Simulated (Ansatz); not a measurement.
# Effect of biaxial strain −1.98 %, plane normal [110], relaxed out of plane on hypothetical ReO3 type InCl3

Base system: InCl3 in the ReO3 type structure (space group Pm-3m, No. 221; a = 5.0283 Å; a hypothetical phase, not in the database extracts checked; relaxed with 0.1 eV smearing). Axes: x, y, z lie along the cube axes.

Modification: biaxial strain −1.98 %, plane normal [110], relaxed out of plane (Cartesian); in-plane vectors clamped, the third vector and the atoms free.

Level of theory: PBEsol (Ansatz, an electronic-structure program, PAW, scalar-relativistic without spin-orbit coupling). k-mesh 12×12×12 (Γ-centred); smearing 0.1 eV (Fermi–Dirac).

The volume per atom shrinks by 0.719 Å³, from 31.78 Å³ to 31.07 Å³ and the shortest interatomic distance decreases by 0.050 Å, from 2.514 Å to 2.464 Å. The energy rises by 5.8 meV/atom and the band gap stays zero. The out-of-plane strain is +1.73 % and the ratio −ε⊥/ε∥ comes out as 0.87.

Cost of the whole job for the changed cell (relaxation, final SCF and bands): roughly 110 core-seconds.

Stability against distortions was not tested. All final runs are without spin polarisation. The zero or small gap of InCl3 can change with the level of theory.
